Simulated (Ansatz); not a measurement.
Terminations of the (0001) surface of hcp Co, ferromagnetic, measured from the surface 'a pseudomorphic layer of Ag in the other hollow'. Atoms come from or go to: Ag: fcc Ag, Au: fcc Au, Co: hcp Co, ferromagnetic, Fe: bcc Fe, ferromagnetic, Ge: germanium, Ir: fcc Ir, Mg: hcp Mg, Os: hcp Os, Pd: fcc Pd, Re: hcp Re, Si: silicon. ΔE is the energy of forming the row's surface from that one (negative: more stable at these reservoirs); the vacuum level's shift is aligned on the shared bottom. No zero-point or thermal terms. These are constructed structures in small cells; real faces may alloy, dewet or reconstruct in larger ones, and not all known structures of the face are among them. Slabs of about 10 Å, Fermi-Dirac smearing of 0.1 eV. Bottom of the slabs: a bare face, its two planes held. Relaxed from the named starts with such symmetry as they have, on meshes of like density; energies extrapolated to zero smearing; spin only where a row says so; no spin-orbit coupling, no U. Brackets mark spin-polarised runs, whose order is one that fits the cell. Where a second, spin-polarised start was run, the lower counts. A dash marks a value that is undefined for that row (no clear gap, or no work function of a gapped slab) or was not read reliably on its mesh.

Computed with PBE (plane waves to 420 eV, PAW; Ansatz, a quantum-chemistry and plane-wave program).

```csv
surface,atoms added per 1x1,ΔE per 1x1 (eV),shift of the vacuum level (eV),work function (eV)
"a layer of Re in place of the third plane [spin, 7.5 μB a cell]","-1 Ag, -1 Co, +1 Re",0.33,0.15,4.94
"(√3x√3)R30° surface alloy, Au on one Co site of the top plane [spin, 28.2 μB a cell]","-1 Ag, +0.333 Au, -0.333 Co",-0.63,0.44,5.22
"(√3x√3)R30° layer of Si, one a cell, on the site that continues the host's stacking [spin, 28.4 μB a cell]","-1 Ag, +0.333 Si",-0.65,-0.03,4.75
"a pseudomorphic layer of Pd in the host's stacking [spin, 10.2 μB a cell]","-1 Ag, +1 Pd",-0.49,0.21,4.99
"one added row of Co in 3 [spin, 31.7 μB a cell]","-1 Ag, +0.333 Co",-0.32,-0.67,4.11
"a layer of Ge in place of the second plane [spin, 7.7 μB a cell]","-1 Ag, -1 Co, +1 Ge",0.57,0.53,5.31
"a layer of Os in place of the third plane [spin, 7.7 μB a cell]","-1 Ag, -1 Co, +1 Os",0.33,0.16,4.95
"a layer of Mg in place of the second plane [spin, 7.7 μB a cell]","-1 Ag, -1 Co, +1 Mg",?,0.42,5.20
"a pseudomorphic layer of Mg in the other hollow [spin, 9.6 μB a cell]","-1 Ag, +1 Mg",?,-0.62,4.15
"a pseudomorphic layer of Ir in the other hollow [spin, 10.2 μB a cell]","-1 Ag, +1 Ir",-0.22,0.62,5.41
"a layer of Fe in place of the third plane [spin, 10.8 μB a cell]","-1 Ag, -1 Co, +1 Fe",?,0.20,4.96
```

Task: Fill in the missing entries.

Result: 
- a layer of Mg in place of the second plane [spin, 7.7 μB a cell], ΔE per 1x1 (eV): 0.58
- a pseudomorphic layer of Mg in the other hollow [spin, 9.6 μB a cell], ΔE per 1x1 (eV): 0.12
- a layer of Fe in place of the third plane [spin, 10.8 μB a cell], ΔE per 1x1 (eV): -0.40
